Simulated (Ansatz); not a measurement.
Amorphous Si24O46F4, 74 atoms at 2.12 g/cm³, one PBE-relaxed geometry, zone centre. Methods: PBE, scalar-relativistic without spin-orbit coupling (Ansatz, a first-principles code); r2SCAN, scalar-relativistic without spin-orbit coupling (Ansatz). Plane waves to 420 eV (r2SCAN 500 eV). At PBE the levels at the filled edge of the gap are localised (band-tail or defect states). All rungs ran without spin polarisation.

Preparation: random packing, a CHGNet melt and quench, and a DFT relaxation. O and F atoms were pushed apart under 1.9 Å during the dynamics, to hinder bonds among them. The hot cell started wider than the set density and was brought back towards it in steps. It is the lowest in DFT energy of 2 quenches. It is a model cell: composition and starting density were chosen by hand, and all elements were melted together. No dispersion term was used. Its density started from a set value of 2.12 and ended at 2.12 g/cm³. The quench (nominally 150 K/ps over its main leg) was far faster than any real one, so the model tends to hold more defects than a real film. Values belong to this one cell and scatter from quench to quench. The volume was held where the preparation left it, at a PBE pressure of 0.0 GPa. Stress components on the final sampling reach 2.5 GPa.

The relaxation ran on the zone centre alone. At PBE the level gap is 5.19 eV on a 2×2×2 Γ-centred mesh, and the spacing at the zone centre alone 5.20 eV.

**Question.** What zone-centre spacing does r2SCAN give, roughly?

**Answer.** 5.94 eV (+0.74 eV against PBE).

The highest filled and the lowest empty state spread over these numbers of atoms (participation numbers): PBE: 8.8 and 63.2; r2SCAN: 8.9 and 64.1.
